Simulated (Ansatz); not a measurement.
## A computed series for hypothetical fluorite TeO2: pressure series

Base system: TeO₂ in the fluorite structure (space group Fm-3m, No. 225; a = 5.385 Å; a hypothetical phase, not in the database extracts checked).

Cell and atoms are relaxed at each pressure.

The values are results of Ansatz (a quantum-chemistry and plane-wave program) PBE, no spin-orbit coupling, earlier PAW set, not measurements.

Two rows of this table had their results exchanged by mistake.

| pressure | volume per atom (Å³) | shortest distance (Å) | band gap |
|---|---|---|---|
| pressure −2 GPa | 13.18 | 2.342 | 0.82 eV |
| pressure −1 GPa | 13.10 | 2.337 | 0.82 eV |
| pressure 1.8 GPa | 12.87 | 2.323 | 0.82 eV |
| pressure 4.2 GPa | 12.70 | 2.313 | 0.82 eV |
| pressure 9 GPa | 12.38 | 2.293 | 0.81 eV |
| pressure 18 GPa | 11.88 | 2.262 | 0.77 eV |
| pressure 30 GPa | 10.38 | 2.162 | 0.50 eV |
| pressure 45 GPa | 10.81 | 2.192 | 0.61 eV |
| pressure 60 GPa | 11.35 | 2.228 | 0.71 eV |

Q: Which two?

A: The rows for pressure 30 GPa and pressure 60 GPa: the volume has to fall steadily with pressure, so 11.35 Å³ belongs to pressure 30 GPa and 10.38 Å³ to pressure 60 GPa.

With Te present, leaving out spin-orbit coupling can change the band edges. Load acts through the strain it causes; cell and atoms are relaxed under it. Whether these cells are dynamically stable was not tested. No other phases were tried under pressure.
